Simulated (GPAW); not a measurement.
A self-consistent single point of Mg5Te (R32, 6 atoms in the cell) with GPAW.

Level of theory: revPBE, GPAW PAW datasets revPBE (gpaw-data 1.0.1) (plane waves; GPAW).

```
CELL_PARAMETERS angstrom
      2.78886     1.61015     5.28499
     -2.78886     1.61015     5.28499
      0.00000    -3.22030     5.28499
ATOMIC_POSITIONS crystal
  Mg 0.66845 0.33155 0.00000
  Mg 0.00000 0.66845 0.33155
  Mg 0.33155 0.00000 0.66845
  Mg 0.17019 0.17019 0.17019
  Mg 0.82981 0.82981 0.82981
  Te 0.50000 0.50000 0.50000
```

Reference input (self-consistent single point, DFT LDA (Perdew-Wang 92), plane waves, GPAW PAW datasets LDA (gpaw-data 1.0.1)): mode = pw; ecut = 800 eV; xc = LDA; kpts = 4 4 4; mesh shift (steps) = 0 0 0; occupations.name = methfessel-paxton; occupations.width = 0.2 eV; occupations.order = 0; nbands = -12; convergence.density = 1e-05 e/electron; convergence.energy = 1e-05 eV/electron; symmetry.symmorphic = false. This run's input differs from it in these lines:

```diff
@@ -17,3 +17,3 @@
 calc = GPAW(mode={'name': 'pw', 'ecut': 800},
-            xc='LDA',
+            xc='revPBE',
             kpts={'size': (4, 4, 4), 'gamma': True},
```

Its files differ too (potentials: GPAW PAW datasets revPBE (gpaw-data 1.0.1)).

The program printed (abridged):

```
     iter     time        total  log10-change:
                         energy   eigst   dens
iter:   1 --:--:--   -10.388724
iter:   2 --:--:--   -10.528018   +0.18  -1.51
iter:   3 --:--:--   -10.622533   -0.68  -1.53
iter:   4 --:--:--   -10.649929   -1.76  -1.95
iter:   5 --:--:--   -10.641763   -2.37  -2.19
iter:   6 --:--:--   -10.643330   -2.96  -2.66
iter:   7 --:--:--   -10.643469   -3.74  -2.77
iter:   8 --:--:--   -10.644016   -4.25  -3.06
iter:   9 --:--:--   -10.643698c  -4.47  -3.15
iter:  10 --:--:--   -10.643806c  -5.08  -3.56
iter:  11 --:--:--   -10.643813c  -5.71  -3.84
iter:  12 --:--:--   -10.643800c  -5.47  -3.88
iter:  13 --:--:--   -10.643809c  -6.46  -4.30
iter:  14 --:--:--   -10.643810c  -7.16  -4.48
iter:  15 --:--:--   -10.643809c  -7.05  -4.52
iter:  16 --:--:--   -10.643809c  -7.74c -4.83
iter:  17 --:--:--   -10.643807c  -8.49c -4.91
iter:  18 --:--:--   -10.643805c  -9.06c -5.07c
Converged after 18 iterations.

Dipole moment: (-0.000000, 0.000000, -0.000000) |e|*Ang

Energy contributions relative to reference atoms: (reference = -212056.492832)

Kinetic:         +1.894334
Potential:       +4.673783
External:        +0.000000
XC:             -17.348194
Entropy (-ST):   -0.053036
Local:           +0.162790
SIC:             +0.000000
--------------------------
Free energy:    -10.670323
Extrapolated:   -10.643805

Showing only first 2 kpts
 Kpt  Band  Eigenvalues  Occupancy
  0    26      3.94818    2.00000
  0    27      4.32907    1.99420
  0    28      4.32908    1.99420
  0    29      5.31876    0.00002

  1    26      3.00602    2.00000
  1    27      4.25697    1.99892
  1    28      5.00070    0.04656
  1    29      6.31946    0.00000

Fermi level: 4.71923

No gap
   [... lines left out ...]
  0 Mg    0.02867    0.00000    0.00000
  1 Mg   -0.01433    0.02482    0.00000
  2 Mg   -0.01433   -0.02482    0.00000
  3 Mg   -0.00000    0.00000    0.01194
  4 Mg    0.00000    0.00000   -0.01194
  5 Te    0.00000    0.00000   -0.00000

Stress tensor:
    -0.010707     0.000000     0.000000
     0.000000    -0.010707     0.000000
     0.000000     0.000000     0.002678
Stress (GPa, Voigt): [-1.7155 -1.7155  0.429   0.      0.      0.    ]
```

The run converged in 18 iterations. GPAW prints stress with tension positive. Against the reference run the pressure goes from -2.19 to 1.00 GPa and the largest force hardly changes (0.027 to 0.029 eV/Å).

The starting cell comes from a database of computed structures (which also holds hypothetical and non-ambient phases and stackings), without a prior relaxation at this level. The run gives no clean gap (levels at the Fermi energy touch, overlap or are partly filled at this smearing), which alone does not show that the compound is a metal.

Cost on one core of a shared machine: roughly 2 min.
